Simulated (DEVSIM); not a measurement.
System: abrupt Si p-n junction, at 400 K.

| layer (left to right) | material | thickness (μm) | Nd (cm⁻³) | Na (cm⁻³) | τn (s) | τp (s) |
|---|---|---|---|---|---|---|
| 1 | Si | 0.390 | - | 1.8e19 | 0.00078 | 0.00078 |
| 2 | Si | 7.60 | 6.9e15 | - | 0.00078 | 0.00078 |

Left contact: ohmic. Right contact: ohmic. Voltage is applied to the left contact. Recombination: SRH at mid-gap, radiative. Mobility is constant in doping.

Constants are typed, rounded textbook-type inputs, not results; the design itself was drawn at random and stands for no fabricated device. Values at 300 K; Nc and Nv go as T^1.5, mobilities as T to minus their exponent, the gap by Varshni's rule with the affinity fixed.

| parameter | Si |
|---|---|
| gap (eV) | 1.124 |
| affinity (eV) | 4.05 |
| permittivity | 11.7 |
| Nc (cm⁻³) | 2.86e19 |
| Nv (cm⁻³) | 3.1e19 |
| μn (cm²/Vs) | 1417 |
| μp (cm²/Vs) | 470 |
| T exponent of μn | 2.3 |
| T exponent of μp | 2.2 |
| B (cm³/s) | 4.7e-15 |
| Varshni α (eV/K) | 0.000473 |
| Varshni β (K) | 636 |

Model (solved in DEVSIM): 1D drift-diffusion, Boltzmann statistics, complete ionisation; no tunnelling, impact ionisation, image-force lowering or self-heating.

The doping Nd of layer 2 was swept, all else fixed.

| doping Nd of layer 2 (cm^-3) | potential step across the device at zero bias (V) | dark forward voltage at 100 A/cm² (V) | dark forward voltage at 1 A/cm² (V) | largest field in the device at zero bias (V/cm) |
|---|---|---|---|---|
| 2.1e14 | 0.640 | 0.587 | 0.304 | 270000 |
| 6.9e14 | 0.681 | 0.589 | 0.332 | 270000 |
| 2.1e15 | 0.720 | 0.593 | 0.365 | 270000 |
| 6.9e15 | 0.761 | 0.603 | 0.402 | 270000 |
| 2.1e16 | 0.799 | 0.619 | 0.439 | 270000 |
| 6.9e16 | 0.840 | 0.642 | 0.475 | 290000 |
| 2.1e17 | 0.879 | 0.664 | 0.503 | 330000 |

From the first row to the last the potential step across the device at zero bias goes from 0.640 to 0.879. From the first row to the last the dark forward voltage at 100 A/cm² goes from 0.587 to 0.664.
